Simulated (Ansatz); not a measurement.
The reference is MgS in the rock salt structure (space group Fm-3m, No. 225; a = 5.203 Å).

The values are results of r2SCAN (Ansatz, a first-principles code; PAW; 500 eV plane waves; without spin-orbit coupling), not measurements.

One change was made to it. Results:

The electron mass becomes 0.53 mₑ along k, 0.30 mₑ across (at X) (base: 0.53 mₑ along k, 0.31 mₑ across (at X)); the band gap increases by 0.12 eV (3.46 eV → 3.58 eV); the lattice parameter a shrinks by 0.096 Å, from 5.203 Å to 5.107 Å; the smallest direct gap rises by 0.49 eV, from 4.64 eV to 5.13 eV.

Q: Which change produced these results?
A. pressure 1.5 GPa
B. pressure 5 GPa
C. pressure 0.3 GPa

A: B, pressure 5 GPa. For comparison, the band gap in the other runs: pressure 1.5 GPa gives 3.50 eV; pressure 0.3 GPa gives 3.47 eV.

Load acts through the strain it causes; cell and atoms are relaxed under it. Effective masses come from finite differences of ±0.01 Å⁻¹. Along k means along the line from Γ to the band edge. Stability against distortions was not tested. No other phases were tried under pressure.
